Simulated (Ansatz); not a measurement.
YIn3 (Pm-3m), PBEsol, DFPT electron-phonon coupling, linearised Boltzmann equation (Ansatz, a first-principles code): phonon-limited resistivity 12.6 μΩ·cm at 300 K, Drude plasma energy 6.45 eV.

Question: What Drude relaxation time do resistivity and plasma energy imply?

Answer: ω_p = 9.80e15 s⁻¹, so τ = 1/(ε₀ ω_p² ρ) = 9.33 fs, a damping ħ/τ of 70.5 meV.

Question: What is the classical skin depth at 10 GHz (nonmagnetic, μ₀ = 1.257×10⁻⁶ H/m)?

Answer: δ = √(ρ/(π f μ₀)) = 1790 nm.

A metal at this level (no band gap). Only scattering by harmonic phonons is included (no impurities, grain boundaries, electron-electron scattering or thermal expansion). Spin-orbit coupling is left out. Halving the electron mesh (20x20x20) moves the resistivity by up to 10 % at 300 K. Smearing 0.20 eV; phonons on a 3x3x3 q mesh, which this run doesn't test.

Formula and space group known from diffraction (Crystallography Open Database), not checked to be the room-temperature form: YIn3 (Pm-3m).
